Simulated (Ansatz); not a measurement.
**Be3N2 (Ia-3, No. 206): band gap by level of theory**

No measured value is used here.

```tsv
level (code)	value (eV)
LDA (Ansatz)	3.32 (direct)
BLYP (Ansatz)	[?]
rVV10 (Ansatz)	3.51 (direct)
r²SCAN (Ansatz)	3.99 (direct)
r²SCAN-D4 (Ansatz)	4.00 (direct)
r²SCAN+rVV10 (Ansatz)	[?]
```

Q: Complete the blanks.

A: 
- BLYP (Ansatz, a program for electronic structure), value (eV): 3.71 (direct)
- r²SCAN+rVV10 (Ansatz), value (eV): 3.95 (direct)

Computed values are for a static lattice.  Each level is taken at its own relaxed cell. Cutoffs differ between the levels. Ansatz's density-functional and Hartree–Fock values are scalar-relativistic unless marked +SOC, with PAW data made under PBE.
